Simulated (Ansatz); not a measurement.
**Rh under a change: Rh → Sb**

Base system: Rh in the fcc (Cu type) structure (space group Fm-3m, No. 225; a = 3.780 Å).

Modification: every Rh is replaced by Sb, then cell and atoms are relaxed.

All numbers come from plane-wave PAW DFT at the PBEsol level (Ansatz, an electronic-structure program, 420 eV), without spin-orbit coupling, earlier PAW set. Γ-centred 17×17×17 mesh, Fermi–Dirac width 0.05 eV, for the changed cell.

The volume per atom increases by 12.71 Å³, from 13.50 Å³ to 26.21 Å³ and the density decreases by 4.94 g/cm³ to 7.71 g/cm³. The lattice parameter a grows by 0.935 Å, from 3.780 Å to 4.715 Å and the shortest interatomic distance rises by 0.661 Å (2.673 Å → 3.334 Å). The band gap remains zero.

Cost of the whole job for the changed cell (relaxation, final SCF and bands): about 40 core-seconds (a rough figure).

Stability against distortions was not tested. All final runs are without spin polarisation. This is not the structure that Sb has at room temperature and ambient pressure.
